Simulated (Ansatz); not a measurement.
Defect migration in zinc-blende InP: interstitial Cu, charge state +1. The step: a direct jump of one Cu atom; the atom moves 3.04 Å along (0.36, -0.36, 0.00) of the unit cell; the moving atom starts with neighbours In at 2.77, 2 In at 2.78; 2 P at 2.39, P at 2.40 Å and ends with 2 In at 2.78, In at 2.79; 2 P at 2.40, P at 2.40 Å. A PBE band in Ansatz (plane-wave PAW, one k-point at (0.250, 0.250, 0.250), 64 host sites, 27 SCF runs with any check of the saddle's order, static, no finite-size correction) gives a forward barrier of 0.71 eV. The saddle point's order was not checked, and it lies on a symmetry element of the cell, where a band can be held. The charge state is imposed; whether it is stable for some Fermi level was not computed. Sites that were not tried may lie lower.

Single points at the band's start and saddle point can refine it. Rough cost of one point, in units of the band's mean SCF on the same machine:

```csv
Level,Cost of one point
"PBE, a 2×2×2 k-point mesh shifted by half a step",about 4
"r2SCAN at 500 eV, one k-point at (0.250, 0.250, 0.250)",about 3
```

Problem. Which of these move the barrier by more than 0.1 eV, and how far does each move it?

Solution. Not one does. PBE, a 2×2×2 k-point mesh shifted by half a step: -0.01 eV; r2SCAN at 500 eV, one k-point at (0.250, 0.250, 0.250): +0.06 eV. Each functional is compared with PBE at the same k-points.

Ansatz is a program for electronic structure.
